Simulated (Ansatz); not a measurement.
Cubic perovskite CsPbCl3 (cubic high-temperature phase) was calculated with PBE in Ansatz (plane waves, PAW).

Settings: plane-wave cutoff 520 eV, 6×6×6 k mesh, Fermi–Dirac smearing 0.01 eV, scalar-relativistic PAW data made under PBE.

The cell has the measured lattice: a = 5.6050 Å, b = 5.6050 Å, c = 5.6050 Å, α = 90.00°, β = 90.00°, γ = 90.00°.

Give the computed band gap and direct gap at Γ.


* **band gap**: 1.93 eV
* **direct gap at Γ**: 5.88 eV

Note: held by symmetry at 0 K, a high-temperature phase can be a saddle point; cell and atoms aren't relaxed at this level (pressure 1.8 GPa).

Spin–orbit coupling is not included; with these elements it can move the gap by several tenths of an eV or more.

It cost very roughly 29 core-seconds of CPU time.

Ansatz is an electronic-structure program.
